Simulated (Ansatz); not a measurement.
Consider the following.

```
CELL_PARAMETERS angstrom
      0.04619     2.70105     2.70105
      2.70105     0.04619     2.70105
      2.74724     2.74724     0.00000
ATOMIC_POSITIONS crystal
  Si 0.00234 0.00234 0.99766
  Si 0.24766 0.24766 0.25234
```

No spin polarisation.

Computed with LDA (Ansatz, an electronic-structure program; PAW; 420 eV plane waves; spin-orbit coupling left out). Γ-centred 11×11×11 mesh, Fermi–Dirac width 0.05 eV.

Task: Estimate the stress (xx, yy, zz, yz, xz, xy; compression positive).

Result: (0.04, 0.04, -0.05, 0.00, 0.00, -2.56) GPa.

Task: Predict the gap character.

Result: Indirect, Γ → X.

Task: Estimate the band gap.

Result: 0.15 eV.

The cells carry an imposed strain or load. No phonon test of stability was made. The cell was made from Si in the diamond structure (space group Fd-3m, No. 227) by this change: tensor shear ε_xy = +1.71 %. The zero or small gap of Si under tensor shear ε_xy = +1.71 % can change with the level of theory.
